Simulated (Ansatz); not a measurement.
TiAl (space group P4/mmm, No. 123)

```cif
data_AlTi
_chemical_formula_sum 'Al1 Ti1'
_space_group_name_H-M_alt 'P4/mmm'
_space_group_IT_number 123
_space_group_name_Hall '-P 4 2'
_cell_length_a 2.82426
_cell_length_b 2.82426
_cell_length_c 4.07079
_cell_angle_alpha 90.000
_cell_angle_beta 90.000
_cell_angle_gamma 90.000
loop_
_atom_site_label
_atom_site_type_symbol
_atom_site_symmetry_multiplicity
_atom_site_Wyckoff_symbol
_atom_site_fract_x
_atom_site_fract_y
_atom_site_fract_z
_atom_site_occupancy
Al1 Al 1 d 0.50000 0.50000 0.50000 1
Ti1 Ti 1 a 0.00000 0.00000 0.00000 1
```

Level of theory: plane-wave PAW DFT at the PBE level (Ansatz, an electronic-structure program, 420 eV), no SOC. Γ-centred 16×16×12 mesh, Fermi–Dirac width 0.05 eV.

| Quantity | Result |
|---|---|
| Volume per atom | 16.24 Å³ |
| Density | 3.83 g/cm³ |
| Band gap | zero |
| Total energy | -1518.990 eV/atom (σ→0; compares only within this code and set-up) |

No phonon test of stability was made. The final runs are not spin-polarised.
